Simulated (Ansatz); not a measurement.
The parent structure is ZnSnAs2 in the chalcopyrite structure (space group I-42d, No. 122; a = 5.839 Å, c = 11.737 Å). Axes: x, y, z lie along a, b, c of the conventional cell.

Calculations: PBEsol (Ansatz, an electronic-structure program), no spin-orbit coupling.

Base values:

The pressure is 0.0 GPa and the shortest interatomic distance comes out as 244.9 pm.

It is then changed as follows: uniaxial strain ε_zz = −3.00 %, all other strain components held at zero, atoms relaxed at fixed cell.

Question: Estimate the effect on the energy relative to the base.

Answer: The energy rises by 6.5 meV/atom.

Question: What happens to the pressure?

Answer: The pressure (mean of the normal stresses, compression positive) goes from zero to 2.0 GPa.

Question: Predict the new shortest interatomic distance.

Answer: The shortest interatomic distance drops by 2.65 pm, from 244.9 pm to 242.3 pm.

Stability against distortions was not tested. All final runs are without spin polarisation.
